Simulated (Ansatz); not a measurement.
Cu2O: pressure series

Consider Cu2O (space group Pn-3m, No. 224).

Cu2O has the cubic space group Pn-3m, origin choice 1 (No. 224), Pearson symbol cP6. Cell: a = 4.298 Å, b = 4.298 Å, c = 4.298 Å, α = 90.00°, β = 90.00°, γ = 90.00°. Cu on 4c is surrounded by 2 O at 1.861 Å (linear). O on 2a is coordinated by 4 Cu at 1.861 Å (tetrahedral). (Neighbours: up to the widest gap in distance over summed covalent radii, below 1.35, at either atom; cation-cation and far metal-metal contacts left out.)

Cell and atoms are relaxed at each pressure.

The values are results of DFT with PBE, PAW potentials and a 420 eV plane-wave cutoff in Ansatz (a program for electronic structure), spin-orbit coupling left out, not measurements.

```csv
pressure (GPa),band gap (eV)
-2,0.44
-1,0.46
0,0.48
0.9,0.49
2.1,0.51
4.5,0.56
9,?
15,0.72
```

Problem. Fit E_g = E₀ + αP + βP² to the rows shown and predict the withheld row.

Solution. Least squares on the printed values gives E₀ = 0.48 eV, α = 18.2 meV/GPa, β = -0.13 meV/GPa² (largest residual 0.00 eV); this predicts 0.63 eV, and the run gives 0.63 eV, in agreement.

Load acts through the strain it causes; cell and atoms are relaxed under it. Whether these cells are dynamically stable was not tested. No other phases were tried under pressure. No Hubbard U is applied. All final runs are without spin polarisation.
